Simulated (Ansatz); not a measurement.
Start from W3N4 (space group Pm-3m, No. 221; a = 4.2154 Å).

(Cell as relaxed with PBE.)

Levels (all Ansatz, a quantum-chemistry and plane-wave program, PAW): PBE (420 eV, no spin-orbit coupling); PBEsol (420 eV, without spin-orbit coupling).

Each level relaxes its own structure.

| quantity | PBE | PBEsol |
|---|---|---|
| volume per atom | 10.70 Å³ | [?] |
| lattice parameter a | 4.215 Å | [?] |
| band gap | zero | [?] |

What does PBEsol give?


- volume per atom, PBEsol: 10.43 Å³
- lattice parameter a, PBEsol: 4.179 Å
- band gap, PBEsol: zero

PBE's volume per atom lies 0.27 Å³ above PBEsol's (2.6 %); PBE's lattice parameter a lies 0.036 Å above PBEsol's (0.9 %); the two agree on the band gap. Neither level is exact; PBEsol is the comparison here, not a measurement.

Stability against distortions was not tested. All final runs are without spin polarisation.
